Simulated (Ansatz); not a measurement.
## Lattice constant a of Be (model structure, started from the diamond type, Fd-3m, No. 227, 2 atoms in the cell) at several levels of theory

No measured value is used here.

```csv
level (code),value (Å)
LDA (Ansatz),4.825
PBE (Ansatz),(withheld)
PBEsol (Ansatz),4.875
r²SCAN (Ansatz),4.930
```

Problem. Fill in the missing entries.

Solution. 
- PBE (Ansatz, a quantum-chemistry and plane-wave program), value (Å): 4.898

Cutoffs differ between the levels. Ansatz's density-functional and Hartree–Fock values are scalar-relativistic unless marked +SOC, with PAW data made under PBE.

A model structure was made by putting elements into a prototype or built by hand; it is no filed structure, need not be a known phase, and can be a saddle point held by its symmetry.
